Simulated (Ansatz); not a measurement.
The parent structure is KMgF3 in the cubic perovskite structure (space group Pm-3m, No. 221; a = 3.991 Å).

Method: PBEsol (Ansatz, a first-principles code, PAW, scalar-relativistic without spin-orbit coupling).

For the base:

Band gap: 7.12 eV
Shortest interatomic distance: 1.996 Å

It is then changed as follows: a hydrostatic pressure of 10 GPa.

Question: Estimate the effect on the band gap.

Answer: The band gap grows by 0.848 eV, from 7.12 eV to 7.96 eV.

Question: What does the calculation give for the shortest interatomic distance after the change?

Answer: The shortest interatomic distance shrinks by 0.071 Å to 1.925 Å.

Load acts through the strain it causes; cell and atoms are relaxed under it. Stability against distortions was not tested. No other phases were tried under pressure.
